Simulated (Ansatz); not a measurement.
The structure below was relaxed with r2SCAN, PAW, 500 eV (Ansatz, a program for electronic structure; no SOC), at pressure 30 GPa.

Space group Fm-3m (No. 225); a = b = c = 5.4303 Å, α = β = γ = 90.00°

```csv
atom,site,symmetry,x,y,z
Pb,4a,m-3m,0.0000,0.0000,0.0000
S,4b,m-3m,0.5000,0.5000,0.5000
```

Problem. Write out a cell with all atoms.

Solution. 
```xyz
8
Lattice="5.4303 0.0000 0.0000 0.0000 5.4303 0.0000 0.0000 0.0000 5.4303" Properties=species:S:1:pos:R:3 pbc="T T T"
Pb     0.0000     0.0000     0.0000
S      2.7152     0.0000     0.0000
Pb     0.0000     2.7152     2.7152
S      2.7152     2.7152     2.7152
Pb     2.7152     0.0000     2.7152
S      0.0000     0.0000     2.7152
Pb     2.7152     2.7152     0.0000
S      0.0000     2.7152     0.0000
```
This is the conventional cell.

Load acts through the strain it causes; cell and atoms are relaxed under it. No phonon test of stability was made. No other phases were tried under pressure. The cell was made from PbS in the rock salt structure (space group Fm-3m, No. 225) by this change: pressure 30 GPa.
